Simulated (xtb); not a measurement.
xtb 6.7.1, GFN2-xTB: Si(OH)(OMe)(SiH3)2 (CO[Si](O)([SiH3])[SiH3]), 16 atoms. The geometry is a generated start, not checked to be a minimum at this level.

```
Property                                                                                                        Value
------------------------  -------------------------------------------------------------------------------------------
method                                                                                                       GFN2-xTB
--acc                                                                                                     1 (default)
--etemp (K)                                                                                             300 (default)
detailed input (--input)  none: ANC optimiser, Lindh (1995) Hessian, microcycle=20, maxdispl=1.0, hlow=0.01 (default)
basis functions                                                                                                    52
valence electrons                                                                                                  38
```

```xyz
16

C     -0.3813     2.1517     0.4069
O      0.2858     1.3563    -0.5137
Si     0.3757    -0.2916    -0.5226
O      1.3021    -0.5318    -1.8480
Si     1.5583    -1.0108     1.3419
Si    -1.7310    -1.1852    -0.9266
H     -0.2357     3.1951     0.1252
H     -1.4526     1.9285     0.4135
H      0.0111     1.9962     1.4172
H      1.5789     0.2135    -2.3763
H      1.7304    -2.4668     1.3518
H      0.8273    -0.6812     2.5784
H      2.8984    -0.4350     1.5382
H     -1.6877    -2.6463    -1.0293
H     -2.4245    -0.7111    -2.1344
H     -2.6553    -0.8815     0.1781
```

The structure is relaxed from this start with --opt LEVEL for the levels crude, sloppy, loose, lax, normal, tight, vtight, extreme, once each. Up to the end of the extreme run atoms move by at most 0.070 Å along an axis.

Question: Choose the cheapest level whose final energy lies within 1 meV of that of extreme.

Answer: normal: 6 cycles against 22, ending 0.17 meV above.

```
level    cycles  energy above the extreme run (meV)  gradient norm (eV/Å)
-------  ------  ----------------------------------  --------------------
crude         1                                 1.5                  0.11
sloppy        1                                 1.5                  0.11
loose         1                                 1.5                  0.11
lax           1                                 1.5                  0.11
normal        6                                0.17                 0.030
tight         9                               0.062                0.0096
vtight       13                               0.037                0.0040
extreme      22                                   —                0.0015
```
